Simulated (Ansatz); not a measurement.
The starting structures come from a database of crystals and need not be the phases stable at ambient conditions.

 Where the default PAW files enter, the runs use the earlier of Ansatz's two default sets.

The decay constant κ of evanescent states in the gap governs leakage through a thin film.

Given:

```yaml
crystal:
  lattice:
    - [6.80005, 0.00000, 0.00000]
    - [1.84917, 6.54379, 0.00000]
    - [2.47544, -3.27190, 4.10282]
  atoms:
    - { symbol: Cd, position: [0.00000, 0.00000, 0.00000] }
    - { symbol: Ga, position: [0.75000, 0.75000, 0.50000] }
    - { symbol: Ga, position: [0.50000, 0.50000, 0.00000] }
    - { symbol: Se, position: [0.13488, 0.58924, 0.98967] }
    - { symbol: Se, position: [0.40043, 0.87545, 0.46469] }
    - { symbol: Se, position: [0.58924, 0.13488, 0.01033] }
    - { symbol: Se, position: [0.87545, 0.40043, 0.53531] }
```

Space group of this cell: I-4. The cell is taken as given; by PBEsol its mean pressure is -0.8 GPa.

Transport runs along the normal of the first two printed cell vectors, the (110) plane of the conventional cell.

The gap is the functional's own, uncorrected, and κ follows it; spin-orbit coupling is left out. Mid-gap values are interpolated between the computed energies.

Question: Compute, with PBEsol (Ansatz, a first-principles code), the band gap and the smallest decay constant κ at mid-gap.

Answer: Gap 1.35 eV on a 8×8×8 mesh; κ = 0.100 1/Å, at the zone centre.
